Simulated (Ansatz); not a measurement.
# What isotropic strain +1.80 % does to MgTe

Start from MgTe in the wurtzite structure (space group P6_3mc, No. 186; a = 4.609 Å, c = 7.500 Å).

The change: an isotropic linear strain of +1.80 %; the atoms relax in the strained cell.

Method: Ansatz (an electronic-structure program) PBE, no spin-orbit coupling. Γ-centred 8×8×5 mesh, Fermi–Dirac width 0.05 eV.

The space group remains P6_3mc (No. 186) and the shortest interatomic distance increases by 0.0507 Å, from 2.818 Å to 2.868 Å. The energy increases by 10 meV/atom and the pressure (mean of the normal stresses, compression positive) falls by 1.62 GPa (-0.01 GPa → -1.63 GPa). The band gap decreases by 0.23 eV, from 2.37 eV to 2.14 eV (an upper bound: an edge found on the path is not a true extremum; both cells).

Final structure:

```yaml
crystal:
  lattice:
    - [4.69184, 0.00000, 0.00000]
    - [-2.34592, 4.06325, 0.00000]
    - [0.00000, 0.00000, 7.63508]
  atoms:
    - { symbol: Mg, position: [0.33333, 0.66667, 0.99978] }
    - { symbol: Mg, position: [0.66667, 0.33333, 0.49978] }
    - { symbol: Te, position: [0.33333, 0.66667, 0.37622] }
    - { symbol: Te, position: [0.66667, 0.33333, 0.87622] }
```

Spin-orbit coupling, missing from the scalar runs, can matter with Te. No phonon test of stability was made.
